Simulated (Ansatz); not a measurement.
**A constructed model of the (110) surface of bcc Mo, p(2x2) surface alloy, Mn on one Mo site of the top plane (bottom of the slab: a bare face, its two planes held)**

Computed with PBE (plane waves to 420 eV, PAW; Ansatz, an electronic-structure program).

Slab: 24 atoms, 11.2 Å thick at the start; k 7x7x1, smearing 0.1 eV, dipole-corrected; 8 atoms held, the rest relaxed; symmetry of the start imposed; spin-polarised, ending with about 2.5 μB a cell; orders that need a larger cell were not tried, no spin-orbit, no U. It is one candidate, not shown to be the stable structure of the face.

```
Property                                        Result
-----------------------------  -----------------------
work function of the top face                  4.47 eV
energy released by relaxation                  0.18 eV
magnetic moment of the cell                    2.47 μB
cost                           roughly 60 core-minutes
```
